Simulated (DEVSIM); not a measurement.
Device: illuminated Si n-on-p cell, one wavelength, at 250 K.

```
layer (left to right)  material  thickness (μm)  Nd (cm⁻³)  Na (cm⁻³)  τn (s)  τp (s)  absorption coefficient (cm⁻¹)
---------------------  --------  --------------  ---------  ---------  ------  ------  -----------------------------
1                            Si           0.320     5.4e17          -  5.6e-6  5.6e-6                            270
2                            Si             120          -     2.6e15  5.1e-5  5.1e-5                            270
```

Left contact: ohmic, minority hole recombination velocity 90000 cm/s. Right contact: ohmic, minority electron recombination velocity 2e5 cm/s. Voltage is applied to the left contact. Recombination: SRH at mid-gap, radiative, Auger. Gap narrowing is on: ΔEg = 6.92 meV × (l + √(l² + 0.5)), l = ln(N/1.3e17 cm⁻³), shared equally by both band edges. Light enters at the left, 6.2e16 photons cm⁻² s⁻¹, one pass, no reflection. Mobility is μmin + (μ − μmin)/(1 + (N/Nref)^α).

This is a model device: material constants are rounded textbook-type values typed into the input, and sizes, dopings and lifetimes were drawn at random. Values at 300 K; Nc and Nv go as T^1.5, mobilities as T to minus their exponent, the gap by Varshni's rule with the affinity fixed.

```tsv
parameter	Si
gap (eV)	1.124
affinity (eV)	4.05
permittivity	11.7
Nc (cm⁻³)	2.86e19
Nv (cm⁻³)	3.1e19
μn (cm²/Vs)	1417
μp (cm²/Vs)	470
μn,min	52
μp,min	45
Nref,n	9.7e16
Nref,p	2.2e17
αn	0.68
αp	0.72
T exponent of μn	2.3
T exponent of μp	2.2
B (cm³/s)	4.7e-15
Cn (cm⁶/s)	2.8e-31
Cp (cm⁶/s)	9.9e-32
Varshni α (eV/K)	0.000473
Varshni β (K)	636
```

Simulated with DEVSIM: 1D drift-diffusion, Boltzmann statistics, complete ionisation; no tunnelling, impact ionisation, image-force lowering or self-heating.

The minority lifetime in layer 2 was swept, all else fixed.

| minority lifetime in layer 2 (s) | largest power (mW/cm²) | open-circuit voltage (V) | share of generated pairs collected at short circuit | short-circuit current (mA/cm²) |
|---|---|---|---|---|
| 1.5e-6 | 3.33 | 0.614 | 0.670 | 6.40 |
| 5.1e-6 | 3.62 | 0.621 | 0.718 | 6.86 |
| 1.5e-5 | 3.73 | 0.624 | 0.734 | 7.01 |
| 5.1e-5 | 3.77 | 0.625 | 0.740 | 7.06 |
| 0.00015 | 3.78 | 0.625 | 0.742 | 7.08 |
| 0.00051 | 3.78 | 0.626 | 0.742 | 7.09 |
| 0.0015 | 3.78 | 0.626 | 0.742 | 7.09 |

From the first row to the last the largest power goes from 3.33 to 3.78. From the first row to the last the open-circuit voltage goes from 0.614 to 0.626.
